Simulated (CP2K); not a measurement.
A self-consistent single point of Ba2H3I (P3m1, 6 atoms in the cell) with CP2K.

Method: LDA (Pade form), GPW, DZVP-MOLOPT-SR-GTH basis, GTH-PADE potentials (GTH_POTENTIALS) (CP2K).

The change in words: 1 x 1 x 1 supercell, one H atom moved by 0.02 angstrom along z; SMEAR/METHOD: default → FERMI_DIRAC; ELECTRONIC_TEMPERATURE: default → 580.23 K. Reference geometry:
```
Ba2H3I
1.0
    4.51372     0.00000     0.00000
   -2.25686     3.90899     0.00000
    0.00000     0.00000     8.07895
Ba H I
2 3 1
Cartesian
  2.25686   1.30300   5.53182
  0.00000   2.60600   2.54713
  2.25686   1.30300   2.87691
  0.00000   2.60600   5.20204
  0.00000   0.00000   4.03948
  0.00000   0.00000   0.00000
```

Reference input (self-consistent single point, DFT LDA (Pade form), GPW, DZVP-MOLOPT-SR-GTH basis, GTH-PADE potentials (GTH_POTENTIALS)): CUTOFF = 500 Ry; REL_CUTOFF = 50 Ry; KPOINTS/SCHEME = MONKHORST-PACK 3 3 2; GAMMA_CENTERED = T; XC_FUNCTIONAL = PADE; Ba/BASIS_SET = DZVP-MOLOPT-SR-GTH-q10; Ba/POTENTIAL = GTH-PADE-q10; H/BASIS_SET = DZVP-MOLOPT-SR-GTH-q1; H/POTENTIAL = GTH-PADE-q1; I/BASIS_SET = DZVP-MOLOPT-SR-GTH-q7; I/POTENTIAL = GTH-PADE-q7; METHOD = GPW. This run's input differs from it in these lines:

```diff
@@ -34,2 +34,6 @@
       &END MIXING
+      &SMEAR ON
+        METHOD FERMI_DIRAC
+        ELECTRONIC_TEMPERATURE [K] 580.23
+      &END SMEAR
     &END SCF
@@ -70,3 +74,3 @@
       H        0.33333300     0.66666700     0.64390000
-      H        0.00000000     0.00000000     0.50000000
+      H        0.00000000     0.00000000     0.50247600
       I        0.00000000     0.00000000     0.00000000
```

Log, with long lists cut:

```
 SCF WAVEFUNCTION OPTIMIZATION

  Step     Update method      Time    Convergence         Total energy    Change
     1 NoMix/Diag. 0.40E+00      -     2.11795645       -64.5016797994 -6.45E+01
     2 Broy./Diag. 0.40E+00      -     0.01947776       -64.6071189678 -1.05E-01
     3 Broy./Diag. 0.40E+00      -     0.03693165       -64.4103275498  1.97E-01
     4 Broy./Diag. 0.40E+00      -     0.02161322       -64.4037618112  6.57E-03
     5 Broy./Diag. 0.40E+00      -     0.01313953       -64.4443612891 -4.06E-02
     6 Broy./Diag. 0.40E+00      -     0.00567047       -64.5014139221 -5.71E-02
   [... 9 lines left out ...]
    16 Broy./Diag. 0.40E+00      -     0.00000144       -64.4965194376 -6.60E-06
    17 Broy./Diag. 0.40E+00      -     0.00000099       -64.4965231237 -3.69E-06
    18 Broy./Diag. 0.40E+00      -     0.00000035       -64.4965264418 -3.32E-06
    19 Broy./Diag. 0.40E+00      -     0.00000009       -64.4965277112 -1.27E-06
  *** SCF run converged in    19 steps ***

  Overlap energy of the core charge distribution:               0.00000000000000
  Self energy of the core charge distribution:               -133.39426866566626
  Core Hamiltonian energy:                                     26.75433106010988
  Hartree energy:                                              52.80611003287343
  Exchange-correlation energy:                                -10.66269953676350
  Electronic entropic energy:                                  -0.00000060179131
  Fermi energy:                                                 0.24168752357528

  Total energy:                                               -64.49652771123846
  Total energy (extrapolated to T->0):                        -64.49652741034281

   [... lines left out ...]

 STRESS| Analytical stress tensor [bar]
 STRESS|                        x                   y                   z
 STRESS|      x       -4.00333879810E+04   9.43149296753E-02   1.14678837231E-01
 STRESS|      y        9.43149296753E-02  -4.00332758758E+04  -8.52783798360E-02
 STRESS|      z        1.14678837231E-01  -8.52783798360E-02  -2.75776114541E+04
 STRESS| 1/3 Trace                                            -3.58814251036E+04
```

The run converged in 19 iterations. Against the reference run the free energy hardly moves (within 1 meV/atom), the pressure stays at -3.59 GPa, the largest force goes from 0.200 to 0.207 eV/Å and the gap on the mesh moves little (0.995 to 0.991 eV).

The starting cell comes from a database of computed structures (which also holds hypothetical and non-ambient phases and stackings), without a prior relaxation at this level. Its lattice was rescaled by up to half a per cent. For this run, on top of that: 1 x 1 x 1 supercell, one H atom moved by 0.02 angstrom along z. Spin-orbit coupling is off. Values carry the incompleteness of an atom-centred basis. With a pressure of about -4 GPa the cell is away from its equilibrium volume at this level.

Cost on one core of a shared machine: roughly 40 s.
